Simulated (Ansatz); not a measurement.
Consider the following.

```
CELL_PARAMETERS angstrom
     -2.74998     2.74998     5.67688
      2.74998    -2.74998     5.67688
      2.74998     2.74998    -5.67688
ATOMIC_POSITIONS crystal
  Zn 0.75000 0.25000 0.50000
  Zn 0.00000 0.00000 0.00000
  Ge 0.25000 0.75000 0.50000
  Ge 0.50000 0.50000 0.00000
  P  0.12816 0.12500 0.50316
  P  0.62184 0.62500 0.49684
  P  0.37500 0.87184 0.99684
  P  0.87500 0.37816 0.00316
```

No spin polarisation.

The values are results of DFT with PBE, PAW potentials and a 420 eV plane-wave cutoff in Ansatz (an electronic-structure program), without spin-orbit coupling, earlier PAW set, not measurements. Γ-centred 9×9×9 mesh, Fermi–Dirac width 0.05 eV.

Question: Predict the stress (xx, yy, zz, yz, xz, xy; compression positive).

Answer: (-2.00, -2.00, -5.25, 0.00, 0.00, 0.00) GPa.

Question: What space group does the calculation give?

Answer: I-42d (No. 122).

The cells carry an imposed strain or load. No phonon test of stability was made. The cell was made from ZnGeP2 in the chalcopyrite structure (space group I-42d, No. 122) by this change: uniaxial strain ε_zz = +4.69 %.
